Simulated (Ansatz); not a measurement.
# ZnO, response to strain

Base system: ZnO in the wurtzite structure (space group P6_3mc, No. 186).

```
ZnO
1.0
    3.22996     0.00000     0.00000
   -1.61498     2.79723     0.00000
    0.00000     0.00000     5.21438
Zn O
2 2
Direct
  0.33333   0.66667   0.00154
  0.66667   0.33333   0.50154
  0.33333   0.66667   0.38046
  0.66667   0.33333   0.88046
```

Strains are applied to the cell and any free atomic positions relax.

Level of theory: Ansatz (an electronic-structure program) PBEsol, without spin-orbit coupling.

Candidates:
(a) isotropic strain +1.20 %
(b) isotropic strain +1.80 %
(c) isotropic strain +2.40 %

Before the change:

| Property | Value |
|---|---|
| Band gap | 0.70 eV |

Task: Order them by band gap, lowest first.

Result: (c) isotropic strain +2.40 % (0.60 eV), (b) isotropic strain +1.80 % (0.63 eV), (a) isotropic strain +1.20 % (0.65 eV)

No phonon test of stability was made.
